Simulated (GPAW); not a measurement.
A self-consistent single point of InSe (P6_3/mmc, 8 atoms in the cell) with GPAW.

Level of theory: PBE, GPAW PAW datasets PBE (gpaw-data 1.0.1) (plane waves; GPAW 25.7.0).

```
InSe
1.0
    3.99242     0.00000     0.00000
   -1.99621     3.45754     0.00000
    0.00000     0.00000    17.21581
In Se
4 4
Cartesian
  0.00000   2.30503   5.68638
  1.99621   1.15251  11.52943
  1.99621   1.15251  14.29429
  0.00000   2.30503   2.92152
  0.00000   2.30503  10.28335
  1.99621   1.15251   6.93246
  1.99621   1.15251   1.67544
  0.00000   2.30503  15.54037
```

Reference input (self-consistent single point, DFT PBE, plane waves, GPAW PAW datasets PBE (gpaw-data 1.0.1)): mode = pw; ecut = 550 eV; xc = PBE; kpts = 5 5 1; mesh shift (steps) = 0 0 0; occupations.name = fermi-dirac; occupations.width = 0.01 eV; nbands = -6; convergence.density = 1e-05 e/electron; convergence.bands = -4; symmetry.symmorphic = false; symmetry.tolerance = 0.0005. This run's input differs from it in these lines:

```diff
@@ -20,3 +20,3 @@
             xc='PBE',
-            kpts=(5, 5, 1),
+            kpts={'size': (4, 4, 1), 'gamma': True},
             occupations=FermiDirac(0.01),
```

The program printed (abridged):

```
     iter     time        total  log10-change:
                         energy   eigst   dens
iter:   1 --:--:--   -29.689934   -0.07
iter:   2 --:--:--   -29.525053   -1.25  -1.21
iter:   3 --:--:--   -29.073513   -1.57  -1.25
iter:   4 --:--:--   -29.066735   -2.21  -1.48
iter:   5 --:--:--   -29.055926c  -1.46  -1.62
iter:   6 --:--:--   -29.002258   -3.01  -1.93
iter:   7 --:--:--   -28.982567   -2.65  -2.22
iter:   8 --:--:--   -28.983665c  -3.58  -2.69
iter:   9 --:--:--   -28.982108c  -3.30  -2.76
iter:  10 --:--:--   -28.980924c  -4.25  -2.81
iter:  11 --:--:--   -28.980968c  -5.17  -3.42
iter:  12 --:--:--   -28.980968c  -6.17  -3.43
   [... 3 lines left out ...]
iter:  16 --:--:--   -28.980957c  -5.90  -3.47
iter:  17 --:--:--   -28.980942c  -5.80  -3.48
iter:  18 --:--:--   -28.980930c  -5.82  -3.93
iter:  19 --:--:--   -28.980929c  -7.09  -4.08
iter:  20 --:--:--   -28.980929c  -7.48c -4.14
iter:  21 --:--:--   -28.980929c  -7.60c -4.27
iter:  22 --:--:--   -28.980928c  -7.29  -4.32
iter:  23 --:--:--   -28.980928c  -7.52c -4.52
iter:  24 --:--:--   -28.980928c  -7.86c -4.73
iter:  25 --:--:--   -28.980928c  -8.79c -4.77
iter:  26 --:--:--   -28.980928c  -8.37c -4.82
iter:  27 --:--:--   -28.980928c  -8.96c -5.01c
Converged after 27 iterations.

Dipole moment: (0.000000, 0.000000, -0.000000) |e|*Ang

Energy contributions relative to reference atoms: (reference = -904315.807163)

Kinetic:        +97.800884
Potential:      -90.730516
External:        +0.000000
XC:             -36.557944
Entropy (-ST):   -0.000000
Local:           +0.506649
SIC:             +0.000000
--------------------------
Free energy:    -28.980928
Extrapolated:   -28.980928

Showing only first 2 kpts
 Kpt  Band  Eigenvalues  Occupancy
  0    36      3.36296    2.00000
  0    37      4.44837    2.00000
  0    38      5.06856    0.00000
  0    39      6.08281    0.00000

  1    36      3.57819    2.00000
  1    37      3.92087    2.00000
  1    38      6.53499    0.00000
  1    39      6.66540    0.00000

Fermi level: 4.69551

Gap: 0.620 eV
Transition (v -> c):
   [... lines left out ...]
  2 In   -0.00000    0.00000   -0.26696
  3 In    0.00000   -0.00000    0.26696
  4 Se   -0.00000   -0.00000   -0.46522
  5 Se    0.00000    0.00000    0.46522
  6 Se    0.00000   -0.00000   -0.46522
  7 Se   -0.00000   -0.00000    0.46522

Stress tensor:
    -0.022810     0.000000     0.000000
     0.000000    -0.022810     0.000000
     0.000000     0.000000    -0.018983
Stress (GPa, Voigt): [-3.6545 -3.6545 -3.0414  0.      0.      0.    ]
```

The run converged in 27 iterations. GPAW prints stress with tension positive. Against the reference run the free energy rises by 15.1 meV/atom, the pressure goes from 3.28 to 3.45 GPa, the largest force moves little (0.458 to 0.465 eV/Å) and the gap on the mesh hardly changes (0.623 to 0.620 eV).

The starting cell comes from a database of computed structures (which also holds hypothetical and non-ambient phases and stackings), without a prior relaxation at this level. Its lattice was rescaled by a random factor within 2.5 % of one. With a pressure of about 3 GPa the cell is away from its equilibrium volume at this level.

Cost on one core of a shared machine: roughly 2 min.
